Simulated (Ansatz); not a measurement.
**Habitual settings against a tight run: NaCl (Fm-3m, 2 atoms in the cell)**

Self-consistent single point.

```xyz
2
Lattice="0.0000 2.7471 2.7471 2.7471 0.0000 2.7471 2.7471 2.7471 0.0000" Properties=species:S:1:pos:R:3 pbc="T T T"
Na     0.0000     0.0000     0.0000
Cl     2.7471     2.7471     2.7471
```

Computed with PBE (plane waves, PAW; Ansatz, a program for electronic structure).

Base settings: basis.ecutwfc = 420 eV; kpoints.mp_grid.grid = 7 7 7; hamiltonian.xc = pbe; hamiltonian.pseudopotentials = {kind: paw} (the program's default PAW files); scf.occupations.method = gaussian; scf.occupations.width = 0.01 eV.

Tight run (finer mesh or higher cutoff; not a proven limit): basis.ecutwfc: 420 eV → 590 eV; kpoints.mp_grid.grid: 7 7 7 → 10 10 10; scf.convergence.dr2_threshold: default (1e-07 eV) → 1e-09 eV. It gave top of the valence band (on the code's own zero) 1.73 eV; gap on the k-point mesh 5.43 eV; pressure 3.29 GPa.

Quick runs, as changes from the base:
- A: the base itself
- B: basis.ecutwfc: 420 eV → 210 eV; kpoints.mp_grid.grid: 7 7 7 → 4 4 4; scf.occupations.method: gaussian → cold; scf.occupations.width: 0.01 eV → 0.136 eV
- C: basis.ecutwfc: 420 eV → 210 eV; kpoints.mp_grid.grid: 7 7 7 → 2 2 2; scf.occupations.method: gaussian → cold; scf.occupations.width: 0.01 eV → 0.2 eV
- D: kpoints.mp_grid.grid: 7 7 7 → 4 4 4; hamiltonian.xc: pbe → b3lyp [B3LYP]
- E: kpoints.mp_grid.grid: 7 7 7 → 3 3 3; hamiltonian.xc: pbe → hse06 [HSE06]

Dashes: energy of D, E, another energy zero; count of D, E, another kind of functional, whose work the count does not hold.

Gaps are read on each run's own mesh, which may miss the band edges.

† marks runs with another functional, U, potentials or spin treatment: their distance from the tight run is not a convergence error alone.

The count of work is k-points × plane waves × bands × iterations; it is no time. 

Pressures in the table are Ansatz's without its Pulay estimate, at a fixed set of plane waves; the tight run's value above holds the estimate.

The starting cell comes from a database of computed structures (which also holds hypothetical and non-ambient phases and stackings), without a prior relaxation at this level. Its lattice was rescaled by a random factor within 2.5 % of one. In the base run, with a pressure of about 3 GPa the cell is away from its equilibrium volume at this level.

```csv
run,energy less tight (meV/atom),pressure less tight (GPa),gap on the mesh less tight (eV),count of work / tight
A,0.4,-0.01,-0.001,0.21
B,1173.8,-47.30,-0.043,0.024
C,1330.7,-45.15,-0.127,0.0088
D†,–,0.11,1.723,–
E†,–,-0.44,1.405,–
```

Among the runs at the tight run's level, the energy misses run from 0.4 to 1330.7 meV/atom.

Left out of this page: 3 runs of the series with a known weakness of the program.

Keys are those of Ansatz 0.2.
